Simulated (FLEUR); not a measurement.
Band structure of ZnCo2 (P-3m1, 3 atoms in the cell).

```
CELL_PARAMETERS angstrom
      2.58727     0.00000     0.00000
     -1.29364     2.24064     0.00000
      0.00000     0.00000     6.24990
ATOMIC_POSITIONS crystal
  Zn 0.00000 0.00000 0.00000
  Co 0.33333 0.66667 0.65327
  Co 0.66667 0.33333 0.34673
```
Moments meant for the start (each program seeds them in its own way; μB, in the order of the atoms Zn Co Co): 0.0 3.0 3.0.

Level of theory: LDA (Perdew-Zunger), all-electron FLAPW (FLEUR), scalar-relativistic valence.

Settings: Kmax = 3.8 1/bohr; GmaxXC = 15.2 1/bohr; xcFunctional = pz; jspins = 2; l_soc = F; mode = hist; fermiSmearingEnergy = 0.00367493 Htr; mesh (inpgen div1-3) = 10 10 4; inpgen gamma flag = true; Gmax = 15.2 1/bohr; numbands = 0; maxIterBroyd = 40; imix = Anderson; alpha = 0.05.

The starting cell comes from a database of computed structures (which also holds hypothetical and non-ambient phases and stackings), without a prior relaxation at this level. Its lattice was rescaled by a random factor within 2.5 % of one. Values depend on the basis (sphere radii, cutoffs, local orbitals), which need not be converged.

Levels in eV from the Fermi level, bands 19 to 26 of the first spin channel:
| point | 19 | 20 | 21 | 22 | 23 | 24 | 25 | 26 |
|---|---|---|---|---|---|---|---|---|
| Γ | -2.32 | -2.03 | -1.47 | -1.47 | -0.88 | -0.88 | 7.57 | 9.74 |
| M | -0.99 | -0.72 | -0.57 | 0.16 | 0.23 | 1.76 | 3.45 | 6.00 |
| K | -1.33 | -1.18 | -1.18 | 2.22 | 2.22 | 2.44 | 5.87 | 5.87 |
| A | -2.35 | -1.47 | -1.47 | -0.96 | -0.85 | -0.85 | 3.61 | 16.18 |
| L | -1.40 | -1.05 | -0.73 | -0.57 | 0.41 | 1.38 | 3.67 | 8.25 |
| H | -1.37 | -1.05 | -1.05 | 2.12 | 2.12 | 3.41 | 4.04 | 5.32 |
